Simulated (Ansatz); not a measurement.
The reference is Mg$_{2}$Ge in the anti-fluorite structure (space group Fm-3m, No. 225; a = 6.364 Å). Axes: x, y, z lie along the cube axes.

Level of theory: PBEsol (Ansatz, a program for electronic structure), spin-orbit coupling left out.

Strains are applied to the cell and any free atomic positions relax.

One change was made to it. Results:

The band gap becomes zero (base: 0.08 eV); the energy increases by 1.7 meV/atom; the pressure (mean of the normal stresses, compression positive) goes from zero to 0.8 GPa.

Q: Name the change that was made.
(A) uniaxial strain ε_zz = −1.50 %
(B) uniaxial strain ε_zz = −3.00 %
(C) uniaxial strain ε_zz = +2.50 %
(D) uniaxial strain ε_zz = +0.50 %

A: A, uniaxial strain ε_zz = −1.50 %. For comparison, the energy relative to the base in the other runs: uniaxial strain ε_zz = −3.00 % gives +7.1 meV/atom; uniaxial strain ε_zz = +2.50 % gives +4.5 meV/atom; uniaxial strain ε_zz = +0.50 % gives +0.2 meV/atom.

No phonon test of stability was made. The final runs are not spin-polarised. Gaps under 0.05 eV, about the width of the smearing, are given as zero. A zero or small gap of Mg2Ge can be the functional's error rather than a property of the material.
